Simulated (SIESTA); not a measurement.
## Several settings converged on VOs (P4mm, 2 atoms in the cell)

```yaml
crystal:
  lattice:
    - [3.00149, 0.00000, 0.00000]
    - [0.00000, 3.00149, 0.00000]
    - [0.00000, 0.00000, 3.00149]
  atoms:
    - { symbol: V, position: [0.00000, 0.00000, 0.01666], spin: 2.0 }
    - { symbol: Os, position: [0.50000, 0.50000, 0.50000] }
```
(The spins are starting values, not results.)

Base method: LDA PW92, numerical atomic orbitals DZP, PseudoDojo LDA standard norm-conserving potentials (rewritten from UPF to PSML) (SIESTA).

Base settings: XC.functional = LDA; XC.authors = PW92; potentials = PseudoDojo LDA standard; PAO.BasisSize = DZP; PAO.EnergyShift = 0.005 Ry; MeshCutoff = 300 Ry; kgrid.MonkhorstPack = 5 5 5; OccupationFunction = FD; ElectronicTemperature = 0.1 eV; Spin = polarized.

Core times come from one kind of shared machine, to one figure; runs under 30 s give none.

**The k-point mesh**

The second cell is the first with its lattice scaled by 0.98.

Only quantities that move along the ladder and can be compared are tabulated.

The magnetic state is not the same in all runs (site moments differ, or a search went on to a lower state), so steps between rows are not convergence errors alone.

| kgrid.MonkhorstPack | free energy less the last step's (meV/atom) | energy of the compressed cell less the first (meV/atom) | pressure (GPa) | largest difference of a force vector from the last step's (eV/Å) | net moment (μB/atom) | core time / last (rough) |
|---|---|---|---|---|---|---|
| 2 2 2 | 1375.36 | 59.05 | 3.48 | 0.033 | 0.490 | 0.4 |
| 3 3 3 | -161.45 | -10.07 | -11.34 | 0.304 | 0.001 | 0.3 |
| 4 4 4 | 49.58 | -6.85 | -10.43 | 0.110 | 0.000 | 0.3 |
| 5 5 5 | -11.69 | -0.66 | -9.49 | 0.110 | 0.000 | 0.4 |
| 6 6 6 | 0.23 | -5.02 | -10.23 | 0.098 | 0.000 | 0.5 |
| 7 7 7 | -9.03 | -3.06 | -9.92 | 0.042 | 0.001 | 0.6 |
| 9 9 9 | 0.00 | -1.76 | -9.67 | 0.000 | 0.000 | 1 |

Coarsest kgrid.MonkhorstPack that holds the net moment within 0.02 μB/atom of the last step, with all finer ones: 3 3 3, at about 0.3 of the last step's time; the step before is off by 0.49 μB/atom.

Coarsest kgrid.MonkhorstPack that holds the energy of the compressed cell less the first within 2 meV/atom: not settled: the last two steps still differ by 1.3 meV/atom, over half the tolerance, so the ladder does not show it.

Coarsest kgrid.MonkhorstPack that holds the forces within 0.02 eV/Å: not settled: the last two steps still differ by 0.042 eV/Å, over half the tolerance, so the ladder does not show it.

**The k-point mesh at a smearing width of 0.02 eV**

In this ladder: ElectronicTemperature = 0.02 eV.

Only quantities that move along the ladder and can be compared are tabulated.

```csv
kgrid.MonkhorstPack,free energy less the last step's (meV/atom),pressure (GPa),largest difference of a force vector from the last step's (eV/Å),net moment (μB/atom),core time / last (rough)
4 4 4,52.06,-10.71,0.148,0.065,0.6
6 6 6,-2.58,-10.60,0.170,0.001,0.5
8 8 8,0.70,-10.20,0.020,0.076,0.5
12 12 12,0.00,-10.20,0.000,0.000,1
```

Coarsest kgrid.MonkhorstPack that holds the net moment within 0.05 μB/atom: not settled: the last two steps still differ by 0.076 μB/atom, over half the tolerance, so the ladder does not show it.

On the base run: the starting cell comes from a database of computed structures (which also holds hypothetical and non-ambient phases and stackings), without a prior relaxation at this level. Its lattice was rescaled by up to half a per cent. One atom was moved a little off its site on purpose. The starting moments vanished: the run ended non-magnetic, which need not be the lowest state. Values carry the incompleteness of an atom-centred basis. In the base run, with a pressure of about -9 GPa the cell is away from its equilibrium volume at this level. Without a gap this mesh is coarse (it stands for a supercell whose shortest vector is 15 Å).
